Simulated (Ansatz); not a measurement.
System: cubic perovskite KCdF3. Method: PBEsol-D3(BJ) (Ansatz, an electronic-structure program, plane waves, PAW).

Numerical settings: plane-wave cutoff 520 eV, 8×8×8 k mesh, Fermi–Dirac smearing 0.01 eV, scalar-relativistic PAW data made under PBE.

Computed at the level's own relaxed cell.

Problem. Predict the band gap, smallest direct gap on the k points sampled and lattice parameter a.

Solution. 
band gap: 2.97 eV
smallest direct gap on the k points sampled: 4.88 eV
lattice parameter a: 4.355 Å

Note: the relaxation could not lower the start's symmetry, so the cell can be a saddle point above a distorted one.

Spin–orbit coupling is not included.

The computed numbers hold no vibrational or temperature effects.
